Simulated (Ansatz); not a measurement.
# BN in the wurtzite structure (space group P6_3mc, No. 186)

```yaml
crystal:
  lattice:
    - [2.55452, 0.00000, 0.00000]
    - [-1.27726, 2.21228, 0.00000]
    - [0.00000, 0.00000, 4.22456]
  atoms:
    - { symbol: B, position: [0.33333, 0.66667, 0.00019] }
    - { symbol: B, position: [0.66667, 0.33333, 0.50019] }
    - { symbol: N, position: [0.33333, 0.66667, 0.37481] }
    - { symbol: N, position: [0.66667, 0.33333, 0.87481] }
```

All numbers come from PBE (Ansatz, a program for electronic structure; PAW; 420 eV plane waves; no spin-orbit coupling). Settings: 15×15×8 k-points, 0.05 eV Fermi–Dirac smearing.

The volume per atom is 5.97 Å³ and the density is 3.45 g/cm³. The band gap is 5.23 eV, indirect, Γ → K and the electron mass is 0.31 mₑ along c, 0.51 mₑ across. The total energy is -271.121 eV/atom (σ→0; compares only within this code and set-up).

Masses are band curvatures over ±0.01 Å⁻¹ around the edge. No phonon test of stability was made.
